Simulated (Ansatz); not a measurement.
Data:

```yaml
crystal:
  lattice:
    - [0.00000, 2.56688, 2.53475]
    - [2.56688, 0.00000, 2.53475]
    - [2.56688, 2.56688, 0.00000]
  atoms:
    - { symbol: Sr, position: [0.00000, 0.00000, 0.00000] }
    - { symbol: O, position: [0.50000, 0.50000, 0.50000] }
```

Calculation: r2SCAN, rigid bands (plane waves, PAW, scalar-relativistic; Ansatz, a first-principles code). Condition of this run: uniaxial stress along [001] of 1.8 GPa (compression positive) (the target of the relaxation). Geometry: cell and atoms relaxed with PBEsol, then loaded as said.

Q: What conductivity effective mass do dilute electrons have at 300 K?

A: 0.43 (x), 0.43 (y), 0.83 (z) mₑ.

Q: What conductivity effective mass do dilute holes have at 300 K?

A: 2.8 (x), 2.8 (y), 0.59 (z) mₑ.

Q: And the band gap?

A: 3.72 eV at this level; semilocal functionals usually fall short of the measured gap.

Rigid bands, one relaxation time for all states, no polarons. Spin-orbit coupling is left out; where it splits the top of the valence band it changes the hole mass and lowers the gap by about a third of the splitting. Geometry: cell and atoms relaxed with PBEsol.
